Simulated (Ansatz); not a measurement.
Structure of amorphous Si₂₀B₄O₄₆ (periodic cell):

```xyz
70
Lattice="10.4111 -0.0246 -0.0628 -0.0246 10.1046 0.0132 -0.0628 0.0132 10.1289" Properties=species:S:1:pos:R:3 pbc="T T T"
Si     1.9935     0.5992     9.1976
Si     6.9438     2.4114     4.9154
Si     4.2741    10.0925     7.2138
Si     6.1513     7.1249     4.4013
Si     2.4253     0.1601     2.0718
Si     3.9013     1.5691     4.5708
Si     0.2186     5.6171     3.6557
Si     4.7811     6.9736     7.0978
Si     7.0823     4.3579     0.0520
Si     5.1715     6.2215     1.4882
Si     1.7488     3.7723     5.4184
Si     7.6400     6.7378     8.4391
Si     8.6549     3.5716     2.5865
Si     8.8249     7.0253     5.7088
Si     7.9309     9.5626     4.5227
Si     2.2435     7.2081     1.7122
Si     7.8928     2.8740     7.7844
Si     2.1623     5.6625     7.6939
Si     0.5616     3.1451     8.0505
Si     9.6895     0.7545     2.2611
B      7.6564     0.1179     0.5882
B      1.3897     7.9006     9.1364
B      6.7848     0.7582     8.4631
B      6.8295     8.1714     0.3172
O      1.4160     7.0891     8.0171
O      7.6096     0.9350     5.0642
O      7.9662     3.5299     1.1218
O      5.7185     7.3983     0.4934
O      6.2314     6.5520     7.6714
O      2.0947     5.2022     6.1312
O      3.0032     2.8368     5.0396
O      0.9416     1.8255     8.9329
O      3.5482     6.2322     1.5590
O      3.3200     0.9925     3.1529
O      6.5464     8.7190     4.2009
O      9.6930     2.3173     2.7166
O      5.7653     6.4248     2.9900
O      1.0089     4.2466     4.0593
O      1.4904     4.4234     8.5493
O      3.7672     5.9426     7.8681
O      2.7283     0.6931     0.5576
O      9.3653     5.0368     2.7206
O      5.3941     2.2004     4.4763
O      6.7786     3.4430     8.8597
O      4.9062     6.9092     5.4556
O      8.8294     6.6799     7.3176
O      7.8869     5.6382     9.6150
O      9.3782     3.4792     8.0949
O      1.5325     7.3087     0.2518
O      0.8205     0.3175     2.2692
O      3.9241     0.3426     5.6527
O      2.7591     8.6731     2.2278
O      8.7745     8.6602     5.5996
O      7.4912     6.3997     4.9949
O      5.7012     4.8272     0.8053
O      3.2070     0.7345     8.1321
O      1.1689     6.5852     2.7611
O      4.2836     8.4853     7.4712
O      7.5482     3.3573     3.7461
O      8.8492     0.7270     0.8393
O      7.5412     8.1389     9.2838
O      7.2413     9.0703     1.2664
O      7.9802     1.2608     7.9917
O      1.2294     9.2607     8.9925
O      6.6306     0.5519     9.8061
O      7.2694     3.2092     6.3095
O      0.8301     2.8952     6.4513
O      5.7802     0.5532     7.5580
O     10.1122     6.4044     4.9240
O      8.9249     9.8115     3.2660
```

Calculation: PBE, scalar-relativistic without spin-orbit coupling (plane waves to 420 eV, PAW; Ansatz, a first-principles code).

Preparation: random packing, a CHGNet melt and quench, and a DFT relaxation. O atoms were pushed apart under 1.9 Å during the dynamics, to hinder bonds among them. The hot cell started wider than the set density and was brought back towards it in steps. It is the lowest in DFT energy of 8 quenches. It is a model cell: composition and starting density were chosen by hand, and all elements were melted together. No dispersion term was used. Its density started from a set value of 2.16 and ended at 2.09 g/cm³. Cooling (nominally 110 K/ps over its main leg) ran many orders faster than in experiment, which tends to leave more defects and strain. A cell of this size samples the disorder only roughly. Volume and shape were free in the relaxation.

Neighbours within Si-Si 2.60 Å, Si-B 2.28 Å, Si-O 1.88 Å, B-B 1.97 Å, B-O 1.80 Å, O-O 1.58 Å count as bonded. Two cations that share two anions don't count as bonded, nor two that share one unless they lie closer than Si-Si 2.38 Å, Si-B 2.09 Å, B-B 1.80 Å.

### Question
Give the coordination numbers, mean bond lengths and angles.

### Answer

The mean coordination of Si by anions comes out as 4.00 (20 with 4) and the mean coordination of B by anions is 3.00 (4 with 3). The mean coordination of O comes out as 2.00 (46 with 2), the mean Si-O bond is 1.632 Å (spread 0.010 Å, 80 counted) and the mean B-O bond is 1.377 Å (spread 0.010 Å, 12 counted). The bond angle at Si is mean 109.5°, spread 3.8° and the bond angle at B is mean 120.0°, spread 3.6°. The bond angle at O is mean 140.2°, spread 13.2°.

### Question
List the pairs of like atoms that count as bonded by the rules above.

### Answer
There are none by these rules.
